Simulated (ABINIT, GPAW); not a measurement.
An ABINIT input for a self-consistent single point of Nb2AsC (P6_3/mmc, 8 atoms in the cell) (DFT, LDA (PW92), plane waves, norm-conserving pseudopotentials (PseudoDojo nc-sr-04 LDA standard)):

```
# Nb2AsC, PseudoDojo nc-sr-04 LDA standard
pp_dirpath "./"
pseudos "Nb.upf, As.upf, C.upf"
acell 3*1.0 Angstrom
rprim
         3.3773833024    0.0000001798    0.0000000000
        -1.6886918069    2.9248996482    0.0000000000
         0.0000000000    0.0000000000   12.0035520000
natom 8
ntypat 3
znucl 41 33 6
typat 1 1 1 1 2 2 3 3
xcart
        -0.0000001038    1.9499331588    4.8653997322
         1.6886915993    0.9749666693    7.1381522678
         1.6886915993    0.9749666693   10.8671757322
        -0.0000001038    1.9499331588    1.1363762678
         1.6886915993    0.9749666693    3.0008880000
        -0.0000001038    1.9499331588    9.0026640000
         0.0000000000    0.0000000000    6.0017760000
         0.0000000000    0.0000000000    0.0000000000
      Angstrom
ecut 41 Ha
occopt 7
tsmear 0.2 eV
nband 57
kptopt 1
ngkpt 7 7 2
nshiftk 1
shiftk 0 0 0
nstep 50
tolvrs 1.0e-12
prtwf 0
prtden 0
```

**Question.** Give the GPAW input for the same structure, mesh, smearing and functional.

**Answer.** This is the input that was run; spellings and numerical settings could be chosen otherwise.

```python
from ase import Atoms
from ase.units import GPa
from gpaw import GPAW

atoms = Atoms(['Nb', 'Nb', 'Nb', 'Nb', 'As', 'As', 'C', 'C'],
              cell=[[3.377383, 0.000000, 0.000000],
                    [-1.688692, 2.924900, 0.000000],
                    [0.000000, 0.000000, 12.003552]],
              scaled_positions=[[0.333333, 0.666667, 0.405330],
                                [0.666667, 0.333333, 0.594670],
                                [0.666667, 0.333333, 0.905330],
                                [0.333333, 0.666667, 0.094670],
                                [0.666667, 0.333333, 0.250000],
                                [0.333333, 0.666667, 0.750000],
                                [0.000000, 0.000000, 0.500000],
                                [0.000000, 0.000000, 0.000000]],
              pbc=True)

calc = GPAW(mode={'name': 'pw', 'ecut': 900},
            xc='LDA',
            kpts={'size': (7, 7, 2), 'gamma': True},
            occupations={'name': 'methfessel-paxton', 'width': 0.2, 'order': 0},
            nbands=-14,
            symmetry={'symmorphic': False, 'tolerance': 0.0005},
            maxiter=150,
            txt='-')

atoms.calc = calc

energy = atoms.get_potential_energy()
print('Energy (eV):', round(energy, 6))
forces = atoms.get_forces()
print('Forces (eV/Ang):')
print(forces.round(5))
stress = atoms.get_stress()
print('Stress (GPa, Voigt):', (stress / GPa).round(4))
```

Basis, cutoffs, solver keys and any potentials are the target program's own. This input uses DFT LDA (Perdew-Wang 92), plane waves, GPAW PAW datasets LDA (gpaw-data 1.0.1). LDA parametrisations can differ slightly between programs.

The starting cell comes from a database of computed structures (which also holds hypothetical and non-ambient phases and stackings), without a prior relaxation at this level. Its lattice was rescaled by a random factor within 2.5 % of one.
